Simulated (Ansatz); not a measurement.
Abridged Ansatz (a first-principles code) output:

```
Relaxation: its limit of steps is 60 (relax.max_steps)
Pseudopotential: Mg, paw, valence charge 10
Crystal: 2 atoms, lattice volume = 45.923 Å³
Basis set: ecut = 420 eV, 893 PW (Γ), exchange–correlation on 48×48×72 points (8 copies of the dense FFT grid, shifted against one another)
Bands: 14, of which v1, the nominal top of the filled ones, is band 10 counted from 1 (9 counted from 0)
Symmetry: 24 space group operations
k-points: 165 of 2601
Functional: x = pbe(κ = 0.804, μ = 0.2195149727645171), c = pbe(β = 0.06672455060314922)
SCF iter   1: F=—  HF=-3847.620969 eV  |F-HF|=—  |Δ(HF+E_count)|=         —  Δρ=1.32e-2  dr2=1.08e-1  ethr=3.10e-3  ⟨swp⟩=6.0  Hψ=12414  notcnv=0
SCF iter   2: F=—  HF=-3847.620539 eV  |F-HF|=—  |Δ(HF+E_count)|=   4.30e-4  Δρ=9.52e-3  dr2=5.69e-2  ethr=5.38e-4  ⟨swp⟩=2.0  Hψ=4227  notcnv=0
SCF 1 converged in 6 iterations: F = -3847.609783 eV  dr2 = 8.90e-10
relax step   1: F+E_penalty+E_count = -3847.60978339 eV  Δ(F+E_penalty+E_count) = +0.000e0 eV  max|allowed force component| = 3.932e-17 eV/Å  Δτ_max = 0.0000 Å  P = +0.003 GPa  Ω = 45.923 Å³  (6 SCF iters, dr2 threshold 1.00e-7 eV, accepted)
[... steps on the carried basis left out ...]
relax step   4: F+E_penalty+E_count = -3847.60546932 eV  Δ(F+E_penalty+E_count) = -5.471e-5 eV  max|allowed force component| = 2.313e-17 eV/Å  Δτ_max = 0.0000 Å  P = -0.991 GPa  Ω = 47.288 Å³  stress off target by 1.75e-2 GPa  SCF on the basis re-selected at this cell (its energy is not comparable with the rows above)  (5 SCF iters)
SCF converged after 5 iterations
Free energy (F): -3847.605469 eV
Internal energy: -3847.599918 eV  (E = F + TS)
E sigma→0 (E₀):  -3847.602694 eV
Entropy (-TS):   -0.005551 eV (-2.776 meV/atom)
Fermi energy:    5.395265 eV
--- Forces (eV/Å), atoms counted from 1 ---
  atom   1  Mg    -0.00000000    -0.00000000     0.00000000
  atom   2  Mg     0.00000000     0.00000000     0.00000000
--- Stress (GPa, compression-positive) ---
       -0.995646       0.000000       0.000000
        0.000000      -0.995646       0.000000
        0.000000       0.000000      -0.982538
  P = ⅓ Tr σ = -0.9913 GPa (-9.913 kbar)
--- Relaxed structure (3 steps of the walk, 3 accepted, 1 SCFs on fresh bases) ---
  cell:  # Å, volume = 47.2881 Å³
    - [3.216779851705359, 2.9144883992429834e-11, -7.99661370282533e-34]
    - [-1.6083899258779197, 2.785813069944208, -3.421625945842721e-34]
    - [-1.2173466112036874e-33, -1.3109886582193555e-33, 5.276895442964811]
  atoms:
    - { symbol: Mg, position: [0.3333333333333333, 0.6666666666666664, 0.7499999999999999] }
    - { symbol: Mg, position: [0.6666666666666666, 0.33333333333333326, 0.24999999999999994] }
```

### Question
What was computed, and what are the main results?

### Answer
Mg, 2 atoms in the cell, with PBE (Ansatz, PAW, spin-orbit coupling left out), earlier PAW set, from a series relaxed to a target (pressure −1 GPa). The last SCF converged to F = -3847.605469 eV, or -1923.8027 eV per atom, at a pressure of -0.99 GPa. The total energy compares only with runs of the same code, potentials and settings.

Load acts through the strain it causes; cell and atoms are relaxed under it. Stability against distortions was not tested. The cell was made from Mg in the hcp (Mg type) structure (space group P6_3/mmc, No. 194) by this change: pressure −1 GPa.

Keys are those of Ansatz 0.2.
